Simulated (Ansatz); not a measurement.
Base system: KF in the rock salt structure (space group Fm-3m, No. 225; a = 5.3183 Å). Axes: x, y, z lie along the cube axes.

Method: r2SCAN (Ansatz, a program for electronic structure, PAW, spin-orbit coupling left out).

For the base:

- Band gap: 6.91 eV

Perturbation: the symmetric strain tensor [-0.0095 0.0028 -0.0054; 0.0028 -0.0002 -0.0014; -0.0054 -0.0014 -0.0094]; the atoms relax in the strained cell.

### Question
What happens to the stress, energy relative to the base and band gap?

### Answer
The stress (xx, yy, zz, yz, xz, xy; compression positive) amounts to (0.93, 0.29, 0.93, 0.04, 0.13, -0.07) GPa; the energy rises by 1.1 meV/atom; the band gap increases by 0.09 eV, from 6.91 eV to 7.00 eV.

Stability against distortions was not tested.
